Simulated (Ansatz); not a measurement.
System: bcc Ca (high-temperature phase). Method: PBEsol-D3(BJ) (plane waves, PAW; Ansatz, a program for electronic structure).

Numerical settings: plane-wave cutoff 520 eV, 18×18×18 k mesh, Fermi–Dirac smearing 0.05 eV, scalar-relativistic PAW data made under PBE.

Cell (relaxed at this level):

Ca is taken in the cubic space group Im-3m (No. 229), the bcc (W type) structure, Pearson symbol cI2. Cell: a = b = c = 4.230 Å, α = β = γ = 90.00°. Ca on 2a sees 8 Ca at 3.663 Å and 6 Ca at 4.230 Å. (Neighbours: up to the widest gap in distance over summed covalent radii, below 1.35, at either atom.)
(The calculation used a cell of 1 atom; values per cell refer to that cell.)

Estimate the bulk modulus and pressure derivative B′ of the bulk modulus that the calculation returns.


bulk modulus: 17.5 GPa
pressure derivative B′ of the bulk modulus: 3.4

The run finds no gap.

Note: symmetry holds this phase in the static calculation, where it need not be a minimum; the volume lies 10 % below that of the published cell.

Computed values are for the static lattice.

The result took about 30 core-seconds (a rough figure).
